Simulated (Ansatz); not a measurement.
Start from Mo in the bcc (W type) structure (space group Im-3m, No. 229; a = 3.1611 Å; relaxed with 0.1 eV smearing).

Level of theory: PBE (Ansatz, a quantum-chemistry and plane-wave program), without spin-orbit coupling.

For the base:

The band gap is zero and the pressure comes out as 0.0 GPa.

One thing is altered: an isotropic linear strain of −1.50 %; the atoms relax in the strained cell.

Question: Estimate the effect on the band gap, energy relative to the base and pressure.

Answer: The band gap stays zero; the energy increases by 27 meV/atom; the pressure goes from zero to 12.9 GPa.

Whether these cells are dynamically stable was not tested. All final runs are without spin polarisation.
